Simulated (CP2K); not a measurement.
## CP2K run on CdSe (F-43m, 2 atoms in the cell): self-consistent single point

Level of theory: PBE, GPW, DZVP-MOLOPT-SR-GTH basis, GTH-PBE potentials (GTH_POTENTIALS) run with CP2K.

The input file:

```
&GLOBAL
  PROJECT cdse
  RUN_TYPE ENERGY_FORCE
  PRINT_LEVEL MEDIUM
&END GLOBAL
&FORCE_EVAL
  METHOD Quickstep
  STRESS_TENSOR ANALYTICAL
  &DFT
    BASIS_SET_FILE_NAME BASIS_MOLOPT
    POTENTIAL_FILE_NAME GTH_POTENTIALS
    &QS
      METHOD GPW
      EPS_DEFAULT 1E-11
    &END QS
    &MGRID
      CUTOFF 500
      REL_CUTOFF 50
      NGRIDS 5
    &END MGRID
    &SCF
      SCF_GUESS ATOMIC
      EPS_SCF 1E-6
      MAX_SCF 100
      ADDED_MOS 4
      &DIAGONALIZATION
        ALGORITHM STANDARD
      &END DIAGONALIZATION
      &MIXING
        METHOD BROYDEN_MIXING
        ALPHA 0.4
        NBUFFER 10
        BETA 1
      &END MIXING
    &END SCF
    &KPOINTS
      SCHEME MONKHORST-PACK 6 6 6
      GAMMA_CENTERED T
    &END KPOINTS
    &XC
      &XC_FUNCTIONAL PBE
      &END XC_FUNCTIONAL
    &END XC
    &PRINT
      &MO
        EIGENVALUES T
        OCCUPATION_NUMBERS T
        NDIGITS 8
        FILENAME mo
        &EACH
          QS_SCF 0
        &END EACH
        ADD_LAST NUMERIC
      &END MO
      &MULLIKEN ON
      &END MULLIKEN
    &END PRINT
  &END DFT
  &SUBSYS
    &CELL
      A 4.37762200 0.00000000 0.00000000
      B 2.18881100 3.79113200 0.00000000
      C 2.18881100 1.26371100 3.57431300
      PERIODIC XYZ
    &END CELL
    &COORD
      SCALED
      Cd       0.00000000     0.00000000     0.00000000
      Se       0.75000000     0.75000000     0.75000000
    &END COORD
    &KIND Cd
      BASIS_SET DZVP-MOLOPT-SR-GTH
      POTENTIAL GTH-PBE-q12
    &END KIND
    &KIND Se
      BASIS_SET DZVP-MOLOPT-SR-GTH
      POTENTIAL GTH-PBE-q6
    &END KIND
  &END SUBSYS
  &PRINT
    &FORCES ON
    &END FORCES
    &STRESS_TENSOR ON
    &END STRESS_TENSOR
  &END PRINT
&END FORCE_EVAL
```

Output, abridged:

```
 GLOBAL| Method name                                                        CP2K
 GLOBAL| Project name                                                       cdse
 GLOBAL| Run type                                                   ENERGY_FORCE

 CELL| Volume [angstrom^3]:                                            59.319809
 CELL| Vector a [angstrom]:       4.378     0.000     0.000   |a| =     4.377622
 CELL| Vector b [angstrom]:       2.189     3.791     0.000   |b| =     4.377622
 CELL| Vector c [angstrom]:       2.189     1.264     3.574   |c| =     4.377622
 CELL| Angle (b,c), alpha [degree]:                                    59.999994
 CELL| Angle (a,c), beta  [degree]:                                    59.999998
 CELL| Angle (a,b), gamma [degree]:                                    60.000001
 CELL| Numerically orthorhombic:                                              NO
 CELL| Periodicity                                                           XYZ

 DFT| Spin restricted Kohn-Sham (RKS) calculation                            RKS
 DFT| Multiplicity                                                             1
 DFT| Number of spin states                                                    1
 DFT| Charge                                                                   0
 DFT| XC density smoothing                                                  NONE
 DFT| XC derivatives                                                          PW

 QS| Method:                                                                 GPW
 QS| Density plane wave grid type                        NON-SPHERICAL FULLSPACE
 QS| Number of grid levels:                                                    5
 QS| Density cutoff [a.u.]:                                                250.0
 QS| Multi grid cutoff [a.u.]: 1) grid level                               250.0
   [... lines left out ...]
 BRILLOUIN| Wavefunction type                                            COMPLEX
 BRILLOUIN| List of Kpoints [2 Pi/Bohr]                                      112
 BRILLOUIN| Number           Weight            X              Y              Z
 BRILLOUIN|     1           0.00926       -0.33333       -0.33333       -0.33333
 BRILLOUIN|     2           0.00926       -0.33333       -0.33333       -0.16667
 BRILLOUIN|     3           0.00926       -0.33333       -0.33333        0.00000
   [... 109 lines left out ...]
 *******************************************************************************

 Extrapolation method: initial_guess

 Re-scaling the density matrix to get the right number of electrons
                  # Electrons              Trace(P)               Scaling factor
                           18                18.000                        1.000

 Number of electrons:                                                         18
 Number of occupied orbitals:                                                  9
 Number of molecular orbitals:                                                13

 Number of orbital functions:                                                 38
 Number of independent orbital functions:                                     38
 SCF WAVEFUNCTION OPTIMIZATION

  Step     Update method      Time    Convergence         Total energy    Change
     1 NoMix/Diag. 0.40E+00      -     1.65279965       -55.5917026635 -5.56E+01
     2 Broy./Diag. 0.40E+00      -     0.07648798       -55.5062042070  8.55E-02
     3 Broy./Diag. 0.40E+00      -     0.09472626       -55.5309184768 -2.47E-02
     4 Broy./Diag. 0.40E+00      -     0.00475952       -55.5583621752 -2.74E-02
     5 Broy./Diag. 0.40E+00      -     0.00089879       -55.5517404547  6.62E-03
     6 Broy./Diag. 0.40E+00      -     0.00081888       -55.5429574614  8.78E-03
     7 Broy./Diag. 0.40E+00      -     0.00025913       -55.5409471854  2.01E-03
     8 Broy./Diag. 0.40E+00      -     0.00021961       -55.5428797082 -1.93E-03
     9 Broy./Diag. 0.40E+00      -     0.00003602       -55.5435967688 -7.17E-04
    10 Broy./Diag. 0.40E+00      -     0.00000222       -55.5435182487  7.85E-05
    11 Broy./Diag. 0.40E+00      -     0.00000166       -55.5435140523  4.20E-06
    12 Broy./Diag. 0.40E+00      -     0.00000032       -55.5435187730 -4.72E-06
  *** SCF run converged in    12 steps ***

  Electronic density on regular grids:        -17.9999999998        0.0000000002
  Core density on regular grids:               17.9999999997       -0.0000000003
  Total charge density on r-space grids:       -0.0000000001
  Total charge density g-space grids:          -0.0000000001

  Overlap energy of the core charge distribution:               0.00000000081837
  Self energy of the core charge distribution:                -93.77011901959501
  Core Hamiltonian energy:                                     28.58680455991853
  Hartree energy:                                              18.34561463997868
  Exchange-correlation energy:                                 -8.70581895411906

  Total energy:                                               -55.54351877299848

                     Mulliken Population Analysis

 #  Atom  Element  Kind  Atomic population                           Net charge
       1     Cd       1         11.545508                              0.454492
       2     Se       2          6.454492                             -0.454492
 # Total charge                             18.000000                  0.000000

 ENERGY| Total FORCE_EVAL ( QS ) energy [hartree]            -55.543520753968885

 FORCES| Atomic forces [hartree/bohr]
 FORCES|   Atom     x               y               z               |f|
 FORCES|      1  1.18095936E-09 -6.32526512E-09 -2.37397927E-08   2.45963697E-08
 FORCES|      2  7.96587626E-10  7.46979117E-09  2.45483565E-08   2.56720497E-08
 FORCES| Sum     1.97754698E-09  1.14452604E-09  8.08563775E-10
 FORCES| Total atomic force                                       2.42371766E-09

 STRESS| Analytical stress tensor [bar]
 STRESS|                        x                   y                   z
 STRESS|      x        8.33420682253E+03  -5.20313257214E-01  -3.67916336339E-01
 STRESS|      y       -5.20313257214E-01   8.33477626698E+03  -2.79731013004E-01
 STRESS|      z       -3.67916336339E-01  -2.79731013004E-01   8.33502623066E+03
 STRESS| 1/3 Trace                                             8.33466977339E+03
```

The run converged in 12 iterations.

The starting cell comes from a database of computed structures (which also holds hypothetical and non-ambient phases and stackings), without a prior relaxation at this level. Its lattice was rescaled by a random factor within 2.5 % of one. Values carry the incompleteness of an atom-centred basis.
